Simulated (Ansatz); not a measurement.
Consider TiS in the CsCl type structure (space group Pm-3m, No. 221; a hypothetical phase, not in the database extracts checked; relaxed with 0.1 eV smearing).

```
CELL_PARAMETERS angstrom
      3.01067     0.00000     0.00000
      0.00000     3.01067     0.00000
      0.00000     0.00000     3.01067
ATOMIC_POSITIONS crystal
  Ti 0.00000 0.00000 0.00000
  S  0.50000 0.50000 0.50000
```

Cartesian axes are those of the cell as printed.

Computed with Ansatz (an electronic-structure program) PBEsol, no SOC.

Before the change:

```
Property  Value
--------  -----
Band gap   zero
```

One thing is altered: uniaxial stress, 0.5 GPa compression along x, with the cell and atoms free to relax against it.

Task: Predict the new energy relative to the base.

Result: The energy stays essentially unchanged.

Task: Predict the new strain response.

Result: The strain response (xx, yy, zz) is (−0.13, +0.01, +0.01) %.

Task: What does the calculation give for the band gap after the change?

Result: The band gap stays zero.

Stability under load was not tested beyond the relaxation. All final runs are without spin polarisation.
